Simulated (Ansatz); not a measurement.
The reference is InAgTe₂ in the chalcopyrite structure (space group I-42d, No. 122).

Method: Kohn–Sham DFT with the PBEsol functional, run in Ansatz (a quantum-chemistry and plane-wave program) with PAW and 420 eV plane waves, no SOC, earlier PAW set.

Measured: band gap 1.04 eV (temperature not stated; as listed in Arghya Ghosh et al., Phys. Rev. B (2024)).

Q: Knowing the measured values, estimate what each level computes.

A: 
```tsv
level	band gap
PBEsol	0.08 eV
```

Computed minus measured — band gap: PBEsol -0.96 eV. Measured values not marked as corrected hold thermal and zero-point effects that the static-lattice runs lack. A measured gap can be an optical one, lowered by exciton binding. Levels without spin-orbit coupling miss its effect on the gap.

With Te present, leaving out spin-orbit coupling can change the band edges. No phonon test of stability was made. A zero or small gap of InAgTe2 can be the functional's error rather than a property of the material.
